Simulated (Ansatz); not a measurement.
Electronic density of states of amorphous Si₃₀N₄₀Mo, density 3.09 g/cm³, on a 2×2×2 Γ-centred mesh with a Gaussian width of 0.1 eV; energies count from the Fermi level, whose place inside the gap is arbitrary. Cell and mesh are small, so fine structure isn't converged. Calculation: PBE, scalar-relativistic without spin-orbit coupling (plane waves to 420 eV, PAW; Ansatz, a quantum-chemistry and plane-wave program). Sampling: a 2×2×2 Γ-centred mesh; Fermi-Dirac width 0.01 eV; collinear spin, started from moments on atoms (at the end a net moment of 2.0 μB). The usual formal charges leave 6 electrons over, so the level spacing at the Fermi energy parts defect or band states and needn't be the band gap. In the spin-polarised cell the level spacing at the Fermi energy can part levels of unlike spin. At PBE the levels at the filled edge of the gap are localised (band-tail or defect states), and the nearest spread-out levels lie 1.6 eV apart at the zone centre.

Preparation: random packing, a CHGNet melt and quench, and a DFT relaxation. N atoms were pushed apart under 1.9 Å during the dynamics, to hinder bonds among them. The hot cell started wider than the set density and was brought back towards it in steps. It is the lowest in DFT energy of 2 quenches. It is a model cell: composition and starting density were chosen by hand, and all elements were melted together. No dispersion term was used. Its density started from a set value of 3.09 and ended at 3.09 g/cm³. The simulated quench (nominally 450 K/ps over its main leg) is rapid and tends to freeze in more defects than a deposited or slowly cooled glass has. One small periodic cell is one sample of the glass; other quenches scatter about these values. The volume was held where the preparation left it and the shape relaxed, at a PBE pressure of 6.0 GPa. Stress components on the final sampling reach 6.3 GPa. On a 2×2×2 Γ-centred mesh force components of up to 0.29 eV/Å stay, since the relaxation ran on the zone centre alone. Cycles of charging lowered its energy after that relaxation.

```json
[
 {"E - EF (eV)": "-12.00", "states/(eV atom)": "0.00"},
 {"E - EF (eV)": "-11.90", "states/(eV atom)": "0.00"},
 {"E - EF (eV)": "-11.80", "states/(eV atom)": "0.01"},
 {"E - EF (eV)": "-11.70", "states/(eV atom)": "0.06"},
 {"E - EF (eV)": "-11.60", "states/(eV atom)": "0.15"},
 {"E - EF (eV)": "-11.50", "states/(eV atom)": "0.17"},
 {"E - EF (eV)": "-11.40", "states/(eV atom)": "0.14"},
 {"E - EF (eV)": "-11.30", "states/(eV atom)": "0.17"},
 {"E - EF (eV)": "-11.20", "states/(eV atom)": "0.19"},
 {"E - EF (eV)": "-11.10", "states/(eV atom)": "0.19"},
 {"E - EF (eV)": "-11.00", "states/(eV atom)": "0.20"},
 {"E - EF (eV)": "-10.90", "states/(eV atom)": "0.20"},
 {"E - EF (eV)": "-10.80", "states/(eV atom)": "0.17"},
 {"E - EF (eV)": "-10.70", "states/(eV atom)": "0.19"},
 {"E - EF (eV)": "-10.60", "states/(eV atom)": "0.22"},
 {"E - EF (eV)": "-10.50", "states/(eV atom)": "0.23"},
 {"E - EF (eV)": "-10.40", "states/(eV atom)": "0.21"},
 {"E - EF (eV)": "-10.30", "states/(eV atom)": "0.23"},
 {"E - EF (eV)": "-10.20", "states/(eV atom)": "0.25"},
 {"E - EF (eV)": "-10.10", "states/(eV atom)": "0.26"},
 {"E - EF (eV)": "-10.00", "states/(eV atom)": "0.29"},
 {"E - EF (eV)": "-9.90", "states/(eV atom)": "0.29"},
 {"E - EF (eV)": "-9.80", "states/(eV atom)": "0.30"},
 {"E - EF (eV)": "-9.70", "states/(eV atom)": "0.27"},
 {"E - EF (eV)": "-9.60", "states/(eV atom)": "0.27"},
 {"E - EF (eV)": "-9.50", "states/(eV atom)": "0.25"},
 {"E - EF (eV)": "-9.40", "states/(eV atom)": "0.20"},
 {"E - EF (eV)": "-9.30", "states/(eV atom)": "0.21"},
 {"E - EF (eV)": "-9.20", "states/(eV atom)": "0.24"},
 {"E - EF (eV)": "-9.10", "states/(eV atom)": "0.22"},
 {"E - EF (eV)": "-9.00", "states/(eV atom)": "0.23"},
 {"E - EF (eV)": "-8.90", "states/(eV atom)": "0.22"},
 {"E - EF (eV)": "-8.80", "states/(eV atom)": "0.25"},
 {"E - EF (eV)": "-8.70", "states/(eV atom)": "0.29"},
 {"E - EF (eV)": "-8.60", "states/(eV atom)": "0.28"},
 {"E - EF (eV)": "-8.50", "states/(eV atom)": "0.32"},
 {"E - EF (eV)": "-8.40", "states/(eV atom)": "0.33"},
 {"E - EF (eV)": "-8.30", "states/(eV atom)": "0.34"},
 {"E - EF (eV)": "-8.20", "states/(eV atom)": "0.33"},
 {"E - EF (eV)": "-8.10", "states/(eV atom)": "0.34"},
 {"E - EF (eV)": "-8.00", "states/(eV atom)": "0.35"},
 {"E - EF (eV)": "-7.90", "states/(eV atom)": "0.35"},
 {"E - EF (eV)": "-7.80", "states/(eV atom)": "0.38"},
 {"E - EF (eV)": "-7.70", "states/(eV atom)": "0.42"},
 {"E - EF (eV)": "-7.60", "states/(eV atom)": "0.40"},
 {"E - EF (eV)": "-7.50", "states/(eV atom)": "0.36"},
 {"E - EF (eV)": "-7.40", "states/(eV atom)": "0.35"},
 {"E - EF (eV)": "-7.30", "states/(eV atom)": "0.34"},
 {"E - EF (eV)": "-7.20", "states/(eV atom)": "0.37"},
 {"E - EF (eV)": "-7.10", "states/(eV atom)": "0.41"},
 {"E - EF (eV)": "-7.00", "states/(eV atom)": "0.44"},
 {"E - EF (eV)": "-6.90", "states/(eV atom)": "0.44"},
 {"E - EF (eV)": "-6.80", "states/(eV atom)": "0.45"},
 {"E - EF (eV)": "-6.70", "states/(eV atom)": "0.44"},
 {"E - EF (eV)": "-6.60", "states/(eV atom)": "0.47"},
 {"E - EF (eV)": "-6.50", "states/(eV atom)": "0.48"},
 {"E - EF (eV)": "-6.40", "states/(eV atom)": "0.46"},
 {"E - EF (eV)": "-6.30", "states/(eV atom)": "0.43"},
 {"E - EF (eV)": "-6.20", "states/(eV atom)": "0.45"},
 {"E - EF (eV)": "-6.10", "states/(eV atom)": "0.47"},
 {"E - EF (eV)": "-6.00", "states/(eV atom)": "0.46"},
 {"E - EF (eV)": "-5.90", "states/(eV atom)": "0.46"},
 {"E - EF (eV)": "-5.80", "states/(eV atom)": "0.48"},
 {"E - EF (eV)": "-5.70", "states/(eV atom)": "0.48"},
 {"E - EF (eV)": "-5.60", "states/(eV atom)": "0.48"},
 {"E - EF (eV)": "-5.50", "states/(eV atom)": "0.48"},
 {"E - EF (eV)": "-5.40", "states/(eV atom)": "0.41"},
 {"E - EF (eV)": "-5.30", "states/(eV atom)": "0.40"},
 {"E - EF (eV)": "-5.20", "states/(eV atom)": "0.40"},
 {"E - EF (eV)": "-5.10", "states/(eV atom)": "0.40"},
 {"E - EF (eV)": "-5.00", "states/(eV atom)": "0.45"},
 {"E - EF (eV)": "-4.90", "states/(eV atom)": "0.47"},
 {"E - EF (eV)": "-4.80", "states/(eV atom)": "0.45"},
 {"E - EF (eV)": "-4.70", "states/(eV atom)": "0.43"},
 {"E - EF (eV)": "-4.60", "states/(eV atom)": "0.41"},
 {"E - EF (eV)": "-4.50", "states/(eV atom)": "0.39"},
 {"E - EF (eV)": "-4.40", "states/(eV atom)": "0.42"},
 {"E - EF (eV)": "-4.30", "states/(eV atom)": "0.43"},
 {"E - EF (eV)": "-4.20", "states/(eV atom)": "0.46"},
 {"E - EF (eV)": "-4.10", "states/(eV atom)": "0.44"},
 {"E - EF (eV)": "-4.00", "states/(eV atom)": "0.41"},
 {"E - EF (eV)": "-3.90", "states/(eV atom)": "0.43"},
 {"E - EF (eV)": "-3.80", "states/(eV atom)": "0.45"},
 {"E - EF (eV)": "-3.70", "states/(eV atom)": "0.47"},
 {"E - EF (eV)": "-3.60", "states/(eV atom)": "0.44"},
 {"E - EF (eV)": "-3.50", "states/(eV atom)": "0.36"},
 {"E - EF (eV)": "-3.40", "states/(eV atom)": "0.36"},
 {"E - EF (eV)": "-3.30", "states/(eV atom)": "0.44"},
 {"E - EF (eV)": "-3.20", "states/(eV atom)": "0.45"},
 {"E - EF (eV)": "-3.10", "states/(eV atom)": "0.44"},
 {"E - EF (eV)": "-3.00", "states/(eV atom)": "0.43"},
 {"E - EF (eV)": "-2.90", "states/(eV atom)": "0.40"},
 {"E - EF (eV)": "-2.80", "states/(eV atom)": "0.42"},
 {"E - EF (eV)": "-2.70", "states/(eV atom)": "0.44"},
 {"E - EF (eV)": "-2.60", "states/(eV atom)": "0.39"},
 {"E - EF (eV)": "-2.50", "states/(eV atom)": "0.39"},
 {"E - EF (eV)": "-2.40", "states/(eV atom)": "0.34"},
 {"E - EF (eV)": "-2.30", "states/(eV atom)": "0.22"},
 {"E - EF (eV)": "-2.20", "states/(eV atom)": "0.15"},
 {"E - EF (eV)": "-2.10", "states/(eV atom)": "0.15"},
 {"E - EF (eV)": "-2.00", "states/(eV atom)": "0.13"},
 {"E - EF (eV)": "-1.90", "states/(eV atom)": "0.04"},
 {"E - EF (eV)": "-1.80", "states/(eV atom)": "0.02"},
 {"E - EF (eV)": "-1.70", "states/(eV atom)": "0.11"},
 {"E - EF (eV)": "-1.60", "states/(eV atom)": "0.19"},
 {"E - EF (eV)": "-1.50", "states/(eV atom)": "0.14"},
 {"E - EF (eV)": "-1.40", "states/(eV atom)": "0.14"},
 {"E - EF (eV)": "-1.30", "states/(eV atom)": "0.13"},
 {"E - EF (eV)": "-1.20", "states/(eV atom)": "0.08"},
 {"E - EF (eV)": "-1.10", "states/(eV atom)": "0.03"},
 {"E - EF (eV)": "-1.00", "states/(eV atom)": "0.00"},
 {"E - EF (eV)": "-0.90", "states/(eV atom)": "0.01"},
 {"E - EF (eV)": "-0.80", "states/(eV atom)": "0.04"},
 {"E - EF (eV)": "-0.70", "states/(eV atom)": "0.06"},
 {"E - EF (eV)": "-0.60", "states/(eV atom)": "0.02"},
 {"E - EF (eV)": "-0.50", "states/(eV atom)": "0.02"},
 {"E - EF (eV)": "-0.40", "states/(eV atom)": "0.06"},
 {"E - EF (eV)": "-0.30", "states/(eV atom)": "0.05"},
 {"E - EF (eV)": "-0.20", "states/(eV atom)": "0.01"},
 {"E - EF (eV)": "-0.10", "states/(eV atom)": "0.00"},
 {"E - EF (eV)": "0.00", "states/(eV atom)": "0.00"},
 {"E - EF (eV)": "0.10", "states/(eV atom)": "0.00"},
 {"E - EF (eV)": "0.20", "states/(eV atom)": "0.02"},
 {"E - EF (eV)": "0.30", "states/(eV atom)": "0.10"},
 {"E - EF (eV)": "0.40", "states/(eV atom)": "0.13"},
 {"E - EF (eV)": "0.50", "states/(eV atom)": "0.09"},
 {"E - EF (eV)": "0.60", "states/(eV atom)": "0.06"},
 {"E - EF (eV)": "0.70", "states/(eV atom)": "0.07"},
 {"E - EF (eV)": "0.80", "states/(eV atom)": "0.09"},
 {"E - EF (eV)": "0.90", "states/(eV atom)": "0.09"},
 {"E - EF (eV)": "1.00", "states/(eV atom)": "0.07"},
 {"E - EF (eV)": "1.10", "states/(eV atom)": "0.07"},
 {"E - EF (eV)": "1.20", "states/(eV atom)": "0.05"},
 {"E - EF (eV)": "1.30", "states/(eV atom)": "0.05"},
 {"E - EF (eV)": "1.40", "states/(eV atom)": "0.12"},
 {"E - EF (eV)": "1.50", "states/(eV atom)": "0.22"},
 {"E - EF (eV)": "1.60", "states/(eV atom)": "0.23"},
 {"E - EF (eV)": "1.70", "states/(eV atom)": "0.21"},
 {"E - EF (eV)": "1.80", "states/(eV atom)": "0.21"},
 {"E - EF (eV)": "1.90", "states/(eV atom)": "0.20"},
 {"E - EF (eV)": "2.00", "states/(eV atom)": "0.19"},
 {"E - EF (eV)": "2.10", "states/(eV atom)": "0.16"},
 {"E - EF (eV)": "2.20", "states/(eV atom)": "0.13"},
 {"E - EF (eV)": "2.30", "states/(eV atom)": "0.16"},
 {"E - EF (eV)": "2.40", "states/(eV atom)": "0.20"},
 {"E - EF (eV)": "2.50", "states/(eV atom)": "0.23"},
 {"E - EF (eV)": "2.60", "states/(eV atom)": "0.21"},
 {"E - EF (eV)": "2.70", "states/(eV atom)": "0.24"},
 {"E - EF (eV)": "2.80", "states/(eV atom)": "0.25"},
 {"E - EF (eV)": "2.90", "states/(eV atom)": "0.28"},
 {"E - EF (eV)": "3.00", "states/(eV atom)": "0.29"},
 {"E - EF (eV)": "3.10", "states/(eV atom)": "0.25"},
 {"E - EF (eV)": "3.20", "states/(eV atom)": "0.24"},
 {"E - EF (eV)": "3.30", "states/(eV atom)": "0.26"},
 {"E - EF (eV)": "3.40", "states/(eV atom)": "0.32"},
 {"E - EF (eV)": "3.50", "states/(eV atom)": "0.36"},
 {"E - EF (eV)": "3.60", "states/(eV atom)": "0.36"},
 {"E - EF (eV)": "3.70", "states/(eV atom)": "0.36"},
 {"E - EF (eV)": "3.80", "states/(eV atom)": "0.38"},
 {"E - EF (eV)": "3.90", "states/(eV atom)": "0.36"},
 {"E - EF (eV)": "4.00", "states/(eV atom)": "0.35"}
]
```

The level spacing at the Fermi energy on this mesh is 0.61 eV; the broadening fills part of it in the curve.
